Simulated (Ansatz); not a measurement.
Where the default PAW files enter, the runs use the earlier of Ansatz's two default sets.

By PBEsol, the system below comes out a metal.

A figure of merit of an interconnect metal is its ballistic conductance per area.

```xyz
8
Lattice="3.2549 0.0000 0.0000 0.0000 5.4584 0.0000 0.0000 0.0000 5.1415" Properties=species:S:1:pos:R:3 pbc="T T T"
Si     0.8137     2.2799     4.2217
Si     2.4412     3.1785     0.9199
Si     2.4412     5.0091     3.4906
Si     0.8137     0.4493     1.6509
Ni     2.4412     1.7002     2.6116
Ni     0.8137     3.7582     2.5299
Ni     0.8137     4.4294     5.1007
Ni     2.4412     1.0290     0.0409
```

Space group of this cell: Pnma. The cell is strained (lengths across the current scaled by 0.98, ions clamped); by PBEsol its mean pressure is 7.3 GPa.

The current flows along the normal of the first two printed cell vectors. No spin-orbit coupling; the value is a mean over 0.1 eV about the Fermi level.

Problem. Estimate the ballistic conductance per area that Ansatz (an electronic-structure program) with PBEsol returns for this system.

Solution. 0.69 × 10¹⁵ S/m² for both spins.
